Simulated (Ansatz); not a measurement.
The reference is LiF in the rock salt structure (space group Fm-3m, No. 225).

```
CELL_PARAMETERS angstrom
      0.00000     2.03401     2.03401
      2.03401     0.00000     2.03401
      2.03401     2.03401     0.00000
ATOMIC_POSITIONS crystal
  Li 0.00000 0.00000 0.00000
  F  0.50000 0.50000 0.50000
```

Calculations: PBE/PAW in Ansatz (a first-principles code), spin-orbit coupling left out.

Strains are applied to the cell and any free atomic positions relax.

One change was made to it. Results:

```json
[
 {"quantity": "energy relative to the base (free energy F)", "base": "0 meV/atom", "after": "+3.8 meV/atom"},
 {"quantity": "pressure", "base": "0.0 kbar", "after": "33.5 kbar"},
 {"quantity": "width of the top valence band", "base": "0.95 eV", "after": "1.02 eV"},
 {"quantity": "mean gap deformation potential ΔEg/Δln V", "base": "–", "after": "-8.8 eV"}
]
```

Problem. Name the change that was made.
A. isotropic strain +1.00 %
B. isotropic strain +3.00 %
C. isotropic strain −2.00 %
D. isotropic strain −1.50 %

Solution. D, isotropic strain −1.50 %. For comparison, the energy relative to the base in the other runs: isotropic strain +1.00 % gives +1.5 meV/atom; isotropic strain −2.00 % gives +6.8 meV/atom; isotropic strain +3.00 % gives +13 meV/atom.

Stability against distortions was not tested.
